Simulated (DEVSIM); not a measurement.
Structure: Ti/Al2O3/p-Si capacitor, at 400 K.

Layer 1 from the left is Al2O3, thickness (nm) 2.60. Layer 2 from the left is Si, thickness (nm) 3500, Na (cm⁻³) 1.4e15.

Metal gate on the left, work function 4.33 eV. Fixed charge at the semiconductor interface 0 cm⁻² (in units of +e); no interface traps.

Constants are typed, rounded textbook-type inputs, not results; the design itself was drawn at random and stands for no fabricated device. Values at 300 K; Nc and Nv go as T^1.5, mobilities as T to minus their exponent, the gap by Varshni's rule with the affinity fixed.

Al2O3: gap (eV) 6.8, affinity (eV) 1.35, permittivity 9. Si: gap (eV) 1.124, affinity (eV) 4.05, permittivity 11.7, Nc (cm⁻³) 2.86e19, Nv (cm⁻³) 3.1e19, Varshni α (eV/K) 0.000473, Varshni β (K) 636.

Question: Estimate by hand the flat-band voltage, the threshold voltage, and compare with a numerical solution.

Answer: 
- Flat-band voltage: C = 3.06 μF/cm², work-function difference -0.457 V; VFB = φms − qNf/C = -0.46 V; numerical -0.46 V.
- Threshold voltage: φF = 0.190 V, depletion charge √(4εqNφF) = 1.33e-8 C/cm²; VT = VFB + 2φF + Qd/C = -0.07 V; numerical -0.07 V.

DEVSIM, 1D Poisson equation in equilibrium, Boltzmann statistics, complete ionisation; no quantum confinement or tunnelling. Metal contacts follow the ideal Schottky-Mott rule: no Fermi-level pinning, no interface dipoles.
